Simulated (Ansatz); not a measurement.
Results of r²SCAN+rVV10 (Ansatz, a quantum-chemistry and plane-wave program, plane waves, PAW) for TiAl3 (I4/mmm, No. 139).

Numerical settings: plane-wave cutoff 560 eV, 20×20×20 k mesh, Fermi–Dirac smearing 0.05 eV, no spin polarisation, scalar-relativistic PAW data made under PBE.

Energies at three volumes about the minimum:

| V (Å³/atom) | E − E_lowest (meV/atom) |
|---|---|
| 15.270 | 2.33 |
| 15.582 | 0.00 |
| 15.894 | 2.21 |

Q: Fit a parabola by hand: where is the minimum, and what is the bulk modulus?

A: Slopes: (0.00 − 2.33)/(15.582 − 15.270) = -7.468 and (2.21 − 0.00)/(15.894 − 15.582) = 7.083 meV/Å³. Curvature E″ = 2 × (7.083 − (-7.468))/(15.894 − 15.270) = 46.638 meV/Å⁶. From the middle of the first interval, the slope vanishes at V0 = 15.4260 − (-7.468)/46.638 = 15.586 Å³/atom. B = V0 E″ = 15.586 × 46.638 meV/Å³ × 0.1602 GPa per meV/Å³ = 116 GPa. The full Birch–Murnaghan fit to all volumes gives V0 = 15.581 Å³/atom and B0 = 117 GPa.

Shape and atoms are relaxed at each volume.

Measured, for comparison: equilibrium volume per atom 15.93 Å³/atom (temperature not stated, no zero-point or thermal correction; as tabulated in P. Norby and A. Norlund Christensen, Acta Chemica Scandinavica A40, 157 (1986)). Computed less measured: equilibrium volume per atom -2.2 %.
